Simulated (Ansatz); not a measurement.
Results of PBE0 (plane waves, PAW; Ansatz, an electronic-structure program) for cubic perovskite EuTiO3.

Settings: plane-wave cutoff 460 eV, 8×8×8 k mesh, Fermi–Dirac smearing 0.05 eV, spin-polarised with parallel moments, scalar-relativistic PAW data made under PBE.

Cell (measured lattice):

```xyz
5
Lattice="3.9050 0.0000 0.0000 0.0000 3.9050 0.0000 0.0000 0.0000 3.9050" Properties=species:S:1:pos:R:3 pbc="T T T"
Eu     0.0000     0.0000     0.0000
Ti     1.9525     1.9525     1.9525
O      1.9525     0.0000     1.9525
O      0.0000     1.9525     1.9525
O      1.9525     1.9525     0.0000
```
Starting moments (μB, in the order of the record's atoms Eu Ti O O O): 7.0 0.0 0.0 0.0 0.0.

Q: Predict the band gap.

A: 
* **band gap**: 1.21 eV (on the SCF k mesh)

Note: the magnetic order was assumed, not searched for or taken from measurement; the state of the 4f shell is in doubt; cell and atoms aren't relaxed at this level (pressure -1.6 GPa).

Spin–orbit coupling is not included.

Computed values are for the static lattice.
